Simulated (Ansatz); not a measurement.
The structure below was relaxed with r2SCAN in Ansatz (plane waves to 500 eV, PAW, without spin-orbit coupling).

Space group P6₃/mmc (No. 194); a = b = 2.817 Å, c = 4.659 Å, α = β = 90.00°, γ = 120.00°

```
atom  site  symmetry       x       y       z
----  ----  --------  ------  ------  ------
Al      2d      -6m2  0.6667  0.3333  0.2500
```

**Question.** Write out a cell with all atoms.

**Answer.** 
```xyz
2
Lattice="2.8173 0.0000 0.0000 -1.4087 2.4399 0.0000 0.0000 0.0000 4.6588" Properties=species:S:1:pos:R:3 pbc="T T T"
Al     0.0000     1.6266     3.4941
Al     1.4087     0.8133     1.1647
```
This is the conventional cell.

No phonon test of stability was made. The cell was made from Tl by this change: Tl → Al; the result is a model cell, its experimental status unchecked. This is not the structure that Al has at room temperature and ambient pressure.

Ansatz is a first-principles code.
